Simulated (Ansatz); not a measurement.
## A computed series for hypothetical zinc blende LiF: element substitutions

The parent structure is LiF in the zinc blende structure (space group F-43m, No. 216; a hypothetical phase, not in the database extracts checked).

```
CELL_PARAMETERS angstrom
      0.00000     2.15561     2.15561
      2.15561     0.00000     2.15561
      2.15561     2.15561     0.00000
ATOMIC_POSITIONS crystal
  F  0.75000 0.75000 0.75000
  Li 0.00000 0.00000 0.00000
```

Each row replaces one element on all its sites; cell and atoms are relaxed.

Method: PBEsol (Ansatz, a first-principles code), no SOC.

```tsv
variant	electron mass	band gap	density
base	0.83 mₑ (at Γ)	7.67 eV	2.15 g/cm³
F → Cl	?	?	?
Li → K	0.62 mₑ (at Γ)	5.26 eV	1.93 g/cm³
Li → H	0.40 mₑ (at Γ)	5.50 eV	3.20 g/cm³
```

Complete the table.


- F → Cl, electron mass: 0.51 mₑ (at Γ)
- F → Cl, band gap: 5.88 eV
- F → Cl, density: 1.75 g/cm³

Effective masses come from finite differences of ±0.01 Å⁻¹. No phonon test of stability was made. As relaxed here, LiCl, KF and HF are hypothetical phases, not in the database extracts checked.
